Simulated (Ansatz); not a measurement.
# Pd under a change: biaxial strain −0.95 %, plane normal [110], relaxed out of plane

Base system: Pd in the fcc (Cu type) structure (space group Fm-3m, No. 225; a = 3.910 Å; relaxed with 0.1 eV smearing). Axes: x, y, z lie along the cube axes.

The change: compressive biaxial strain of 0.95 % in the plane normal to [110], as in epitaxy on a mismatched substrate; the out-of-plane cell vector and the atoms relax.

Method: Ansatz (an electronic-structure program) r2SCAN, no spin-orbit coupling. Settings: 29×29×29 k-points, 0.1 eV Fermi–Dirac smearing.

- Volume per atom: 14.83 Å³ (base 14.95 Å³)
- Space group: Immm (No. 71) (base Fm-3m (No. 225))
- Shortest interatomic distance: 2.739 Å (base 2.765 Å)
- Energy relative to the base (free energy F): +2.1 meV/atom
- Pressure (mean of the normal stresses, compression positive): 1.6 GPa (base 0.0 GPa)
- Band gap: zero (base zero)
- Out-of-plane strain: +1.10 %
- Ratio −ε⊥/ε∥: 1.16
- Mean in-plane stress (compression positive): +2.4 GPa

Stability against distortions was not tested. The final runs are not spin-polarised. Pd has a high density of states at the Fermi level and may be magnetic at this level.
